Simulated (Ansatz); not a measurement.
Reference: PtCd (P4/mmm), PBEsol, DFPT electron-phonon coupling, linearised Boltzmann equation (plane waves, PAW, scalar-relativistic; Ansatz, a program for electronic structure); geometry: relaxed with this functional, without spin-orbit coupling.

```
CELL_PARAMETERS angstrom
      2.94049     0.00000     0.00000
      0.00000     2.94049     0.00000
      0.00000     0.00000     3.84538
ATOMIC_POSITIONS crystal
  Cd 0.00000 0.00000 0.00000
  Pt 0.50000 0.50000 0.50000
```

| Quantity | Value |
|---|---|
| resistivity at 300 K | 3.8 μΩ·cm |
| mean free path at 300 K | 33 nm |
| electron-phonon coupling λ | 0.153 |
| logarithmic mean phonon energy | 10.1 meV |

**Question.** Replace Cd by V on the same sites and relax. What happens?

**Answer.** VPt (P4/mmm): volume per atom 16.6 to 13.8 Å³; resistivity at 300 K rises (3.8 μΩ·cm to 12.0 μΩ·cm); mean free path at 300 K falls (33 nm to 8.6 nm); electron-phonon coupling λ rises (0.153 to 0.32); logarithmic mean phonon energy rises (10.1 meV to 21 meV).

Moves up to 6 % count as about the same. Metals; harmonic phonons alone scatter; means over directions. The mean free path is weighted by the current that each state carries. Halving the electron mesh moves these values by up to 5 %; q meshes are mostly untested. Some of the runs warned that the eigensolver left states short of its tolerance. Spin-orbit coupling is left out.

Formula and space group known from diffraction (Crystallography Open Database), not checked to be the room-temperature form: VPt (P4/mmm). Computed structure with no diffraction record at hand here (it may be known, metastable or hypothetical): PtCd (P4/mmm). Treated as nonmagnetic (a ferromagnetic start lost its moment, other orders weren't tried): VPt (P4/mmm). The missing spin-orbit coupling matters most for PtCd (P4/mmm), VPt (P4/mmm).
